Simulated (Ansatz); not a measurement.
Cost against accuracy: basis.ecutwfc for Lu₃GaC (Pm-3m, 5 atoms in the cell)

```
CELL_PARAMETERS angstrom
      4.68575     0.00000     0.00000
      0.00000     4.68575     0.00000
      0.00000     0.00000     4.68575
ATOMIC_POSITIONS crystal
  Lu 0.50000 0.00000 0.00000
  Lu 0.00000 0.50000 0.00000
  Lu 0.00000 0.00000 0.50000
  Ga 0.50000 0.50000 0.50000
  C  0.00000 0.00000 0.00000
```

Level of theory: PBEsol, default PAW files made with PBE (plane waves; Ansatz, a program for electronic structure).

Base settings: basis.ecutwfc = 420 eV; kpoints.mp_grid.grid = 9 9 9; hamiltonian.xc = pbesol; hamiltonian.pseudopotentials = {kind: paw} (the program's default PAW files); scf.occupations.method = cold; scf.occupations.width = 0.2 eV.

Misses are taken against the tightest run, 840 eV, which need not be fully converged itself. The energy is the free energy per atom.

The count of work is k-points × plane waves × bands × iterations; it is no time, and leaves out set-up, grids and terms that scale otherwise. 

Ansatz's pressure holds its estimate of the finite-basis (Pulay) stress, which hides part of the cutoff error; the uncorrected pressure shows it.

The starting cell comes from a database of computed structures (which also holds hypothetical and non-ambient phases and stackings), without a prior relaxation at this level. Ansatz's pressure includes its estimate of the finite-basis (Pulay) stress.

```tsv
basis.ecutwfc	energy less reference (meV/atom)	pressure less reference (GPa)	uncorrected pressure less reference (GPa)	count of work / reference
170 eV	17583.00	8.46	-481.55	0.095
210 eV	4661.43	1.08	-188.97	0.13
250 eV	850.83	1.58	-51.67	0.18
295 eV	97.53	0.03	-6.67	0.21
335 eV	20.46	0.14	-1.06	0.24
380 eV	5.19	0.05	-0.23	0.31
420 eV	1.81	0.02	-0.08	0.39
485 eV	0.52	0.00	-0.01	0.44
545 eV	0.30	0.00	0.00	0.52
630 eV	0.16	0.00	0.00	0.66
735 eV	0.05	0.00	0.00	0.82
840 eV	0.00	0.00	0.00	1.0
```

Coarsest setting among those run that, with all tighter ones, holds the energy within 10 meV/atom of the reference: 380 eV, off by 5.2 meV/atom; it needs 0.31 of the reference's count of work.

Coarsest setting among those run that, with all tighter ones, holds the energy within 1 meV/atom of the reference: 485 eV, off by 0.52 meV/atom; it needs 0.44 of the reference's count of work.

The step from 210 eV to 545 eV: it takes the miss in the energy from 4700 to 0.30 meV/atom, for 4.0 times the count of work.

Keys are those of Ansatz 0.2.
